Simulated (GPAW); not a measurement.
Input and output of a self-consistent single point for SnO2 (P4_2/mnm, 6 atoms in the cell) (GPAW).

Method of the run: LDA (Perdew-Wang 92), GPAW PAW datasets LDA (gpaw-data 1.0.1) (plane waves; GPAW 25.7.0).

```xyz
6
Lattice="4.7400 0.0000 0.0000 0.0000 4.7400 0.0000 0.0000 0.0000 3.1900" Properties=species:S:1:pos:R:3 pbc="T T T"
Sn     0.0000     0.0000     0.0000
Sn     2.3700     2.3700     1.5950
O      1.4552     1.4552     0.0000
O      3.8252     0.9148     1.5950
O      0.9148     3.8252     1.5950
O      3.2848     3.2848     0.0000
```

Reference input (self-consistent single point, DFT PBE, plane waves, GPAW PAW datasets PBE (gpaw-data 1.0.1)): mode = pw; ecut = 900 eV; xc = PBE; kpts = 4 4 5; mesh shift (steps) = 0 0 0; occupations.name = fermi-dirac; occupations.width = 0.01 eV; nbands = -8; convergence.density = 1e-05 e/electron; convergence.energy = 1e-05 eV/electron; convergence.bands = -6; symmetry.symmorphic = false. This run's input differs from it in these lines:

```diff
@@ -17,3 +17,3 @@
 calc = GPAW(mode=PW(900),
-            xc='PBE',
+            xc='LDA',
             kpts={'size': (4, 4, 5), 'gamma': True},
```

Its files differ too (potentials: GPAW PAW datasets LDA (gpaw-data 1.0.1)).

The program printed (abridged):

```
     iter     time        total  log10-change:
                         energy   eigst   dens
iter:   1 --:--:--   -49.680547   +0.39
iter:   2 --:--:--   -48.190973   -0.68  -0.91
iter:   3 --:--:--   -44.155205   -0.39  -0.97
iter:   4 --:--:--   -44.152311   -0.75  -1.32
iter:   5 --:--:--   -43.997393   -1.87  -1.47
iter:   6 --:--:--   -43.983495   -2.09  -2.09
iter:   7 --:--:--   -43.985172   -3.15  -2.41
iter:   8 --:--:--   -43.977742   -3.14  -2.37
iter:   9 --:--:--   -43.977712   -4.40  -3.29
iter:  10 --:--:--   -43.977701c  -4.72  -3.44
iter:  11 --:--:--   -43.977707c  -5.15  -3.55
iter:  12 --:--:--   -43.977679c  -5.94  -3.62
iter:  13 --:--:--   -43.977679c  -6.78  -4.37
iter:  14 --:--:--   -43.977679c  -7.57c -4.42
iter:  15 --:--:--   -43.977678c  -7.38  -4.48
iter:  16 --:--:--   -43.977678c  -8.09c -4.50
iter:  17 --:--:--   -43.977679c  -7.94c -4.56
iter:  18 --:--:--   -43.977678c  -8.56c -4.74
iter:  19 --:--:--   -43.977678c  -9.89c -4.82
iter:  20 --:--:--   -43.977678c  -8.58c -4.86
iter:  21 --:--:--   -43.977678c  -9.30c -5.41c
Converged after 21 iterations.

Dipole moment: (-0.000000, -0.000000, -0.000000) |e|*Ang

Energy contributions relative to reference atoms: (reference = -343842.805895)

Kinetic:        +67.682885
Potential:      -60.213293
External:        +0.000000
XC:             -51.489541
Entropy (-ST):   -0.000000
Local:           +0.042270
SIC:             +0.000000
--------------------------
Free energy:    -43.977678
Extrapolated:   -43.977678

Showing only first 2 kpts
 Kpt  Band  Eigenvalues  Occupancy
  0    24      4.89374    2.00000
  0    25      5.69290    2.00000
  0    26      6.82604    0.00000
  0    27     11.59321    0.00000

  1    24      4.89262    2.00000
  1    25      5.35685    2.00000
  1    26      8.75341    0.00000
  1    27     12.24344    0.00000

Fermi level: 6.12026

Gap: 1.133 eV
Transition (v -> c):
   [... lines left out ...]
  0 Sn   -0.00000    0.00000    0.00000
  1 Sn    0.00000   -0.00000    0.00000
  2 O    -0.06606   -0.06606    0.00000
  3 O    -0.06606    0.06606    0.00000
  4 O     0.06606   -0.06606    0.00000
  5 O     0.06606    0.06606    0.00000

Stress tensor:
     0.019508     0.000000     0.000000
     0.000000     0.019508     0.000000
     0.000000     0.000000     0.019436
Stress (GPa, Voigt): [3.1256 3.1256 3.114  0.     0.     0.    ]
```

The run converged in 21 iterations. GPAW prints stress with tension positive. Against the reference run the largest force goes from 0.228 to 0.093 eV/Å and the gap on the mesh goes from 1.287 to 1.133 eV.

At such cutoffs GPAW's stress carries a finite-basis (Pulay) error, which enters relaxed cells too; its log prints stress with tension positive.

The starting cell has typed, rounded lattice constants, without a prior relaxation at this level.

Cost on one core of a shared machine: roughly 60 s.
